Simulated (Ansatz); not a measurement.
Sc2Al (space group P6_3/mmc, No. 194; a cell from a computed database, its experimental status unchecked)

```xyz
6
Lattice="4.8496 0.0000 0.0000 -2.4248 4.1999 0.0000 0.0000 0.0000 6.0902" Properties=species:S:1:pos:R:3 pbc="T T T"
Sc     0.0000     0.0000     0.0000
Sc     0.0000     0.0000     3.0451
Sc     0.0000     2.7999     4.5677
Sc     2.4248     1.4000     1.5226
Al     0.0000     2.7999     1.5226
Al     2.4248     1.4000     4.5677
```

All numbers come from PBEsol (Ansatz, a quantum-chemistry and plane-wave program; PAW; 420 eV plane waves; no SOC). Γ-centred 11×11×8 mesh, Fermi–Dirac width 0.05 eV.

| Item | Value |
|---|---|
| Volume per atom | 20.67 Å³ |
| Density | 3.13 g/cm³ |
| Band gap | zero |
| Total energy | -1582.783 eV/atom (σ→0; compares only within this code and set-up) |

No phonon test of stability was made. All final runs are without spin polarisation. Sc2Al has a high density of states at the Fermi level and may be magnetic at this level.
